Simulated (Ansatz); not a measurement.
The structure below was relaxed with PBEsol (Ansatz, a first-principles code, PAW, spin-orbit coupling left out), at pressure −1 GPa.

```yaml
crystal:
  lattice:
    - [4.18949, 0.00000, 0.00000]
    - [0.00000, 4.18949, 0.00000]
    - [0.00000, 0.00000, 4.18949]
  atoms:
    - { symbol: W, position: [0.00000, 0.50000, 0.50000] }
    - { symbol: W, position: [0.50000, 0.00000, 0.50000] }
    - { symbol: W, position: [0.50000, 0.50000, 0.00000] }
    - { symbol: C, position: [0.50000, 0.00000, 0.00000] }
    - { symbol: C, position: [0.00000, 0.50000, 0.00000] }
    - { symbol: C, position: [0.00000, 0.00000, 0.50000] }
```

**Question.** Find the space group and the Wyckoff positions.

**Answer.** Space group Pm-3m (No. 221); a = b = c = 4.189 Å, α = β = γ = 90.00°

| atom | site | symmetry | x | y | z |
|---|---|---|---|---|---|
| W | 3c | 4/mm.m | 0.0000 | 0.5000 | 0.5000 |
| C | 3d | 4/mm.m | 0.0000 | 0.0000 | 0.5000 |

**Question.** Describe the coordination.

**Answer.** The crystal has 6 atoms in its conventional cell. Cell: a = 4.189 Å, b = 4.189 Å, c = 4.189 Å, α = 90.00°, β = 90.00°, γ = 90.00°. W sees 4 C at 2.095 Å and 8 W at 2.962 Å. C is coordinated by 4 W at 2.095 Å (square planar). (Neighbours: up to the widest gap in distance over summed covalent radii, below 1.35, at either atom; cation-cation and far metal-metal contacts left out.)

Load acts through the strain it causes; cell and atoms are relaxed under it. Stability against distortions was not tested. The final runs are not spin-polarised. The cell was made from WC (space group Pm-3m, No. 221; a hypothetical phase, not in the database extracts checked) by this change: pressure −1 GPa.
